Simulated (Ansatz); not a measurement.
**BN under load (space group P6_3mc): band-edge transport data**

Input:

```
BN
1.0
    2.58705     0.00000     0.00000
   -1.29352     2.24045     0.00000
    0.00000     0.00000     4.19445
B N
2 2
Cartesian
  0.00000   1.49363   0.00022
  1.29352   0.74682   2.09744
  0.00000   1.49363   1.57270
  1.29352   0.74682   3.66992
```

All values below come from PBE, rigid bands (plane waves, PAW, scalar-relativistic; Ansatz, a quantum-chemistry and plane-wave program). Condition of this run: biaxial stress in the c plane of -18 GPa (compression positive) (the target of the relaxation). Geometry: cell and atoms relaxed with PBEsol, then loaded as said.

```
Item                                                                                                                                                              Result
---------------------------------------------------------------------------------------------------------------------------------------  -------------------------------
band gap                                                                                                                                                         5.34 eV
electron conductivity mass (300 K, dilute)                                                                                               0.53 (x), 0.53 (y), 0.31 (z) mₑ
hole conductivity mass (300 K, dilute)                                                                                                   0.90 (x), 0.90 (y), 1.25 (z) mₑ
effective density of states N_c (300 K)                                                                                                                      1.4e19 cm⁻³
effective density of states N_v (300 K)                                                                                                                      5.2e19 cm⁻³
density-of-states mass, electrons                                                                                                                                0.69 mₑ
density-of-states mass, holes                                                                                                                                    1.62 mₑ
Seebeck coefficient, n-type 1e19 cm⁻³, 300 K                                                                                                                   -253 μV/K
best n-type power factor at 300 K for τ = 10 fs (best axis; densities from 1e16 to 1e21 cm⁻³ tried, whether or not they can be reached)      7.8 μW/(cm·K²) at 3e19 cm⁻³
Seebeck coefficient, p-type 1e19 cm⁻³, 300 K                                                                                                                    355 μV/K
```

Rigid bands; masses and Seebeck coefficients take one relaxation time τ for all states and one kind of carrier; polarons and phonon drag are left out. Spin-orbit coupling is left out. Geometry: cell and atoms relaxed with PBEsol.
